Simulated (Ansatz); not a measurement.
AlP under load (space group F-43m), PBE with spin-orbit coupling, rigid bands (Ansatz, a quantum-chemistry and plane-wave program). Condition of this run: hydrostatic pressure of 2.8 GPa (compression positive) (the target of the relaxation). Band gap 1.51 eV, N_c = 1.69e19 cm⁻³ and N_v = 5.71e19 cm⁻³ at 300 K, conductivity masses of 0.336 mₑ (electrons) and 0.691 mₑ (holes). Take k_BT = 0.02585 eV.

**Question.** What built-in voltage has an abrupt junction with N_A = 1e17 and N_D = 1e18 cm⁻³, all dopants ionised?

**Answer.** V_bi = E_g/e − (k_BT/e) ln(N_c N_v/(N_A N_D)) = 1.51 − 0.02585 × 9.17 = 1.27 V, for the computed gap.

**Question.** A film of it is 2 nm thick. Estimate the confinement energies in an infinite well.

**Answer.** ħ²π²/(2m t²) = 0.376 eV·nm²/(m/mₑ × t²) gives 280 meV for electrons and 136 meV for holes, so the gap would widen to about 1.93 eV. Finite barriers and nonparabolic bands lower this, and with several valleys or bands the heaviest mass along the normal sets the lowest level, not this average.

**Question.** What thermal injection velocity √(2k_BT/πm) limits a ballistic channel?

**Answer.** 9.28e6 cm/s for electrons and 6.47e6 cm/s for holes, a ratio of √(m_h/m_e) = 1.43, for dilute carriers.

Rigid bands with the computed gap; masses take one relaxation time for all states. Geometry: cell and atoms relaxed with PBEsol.
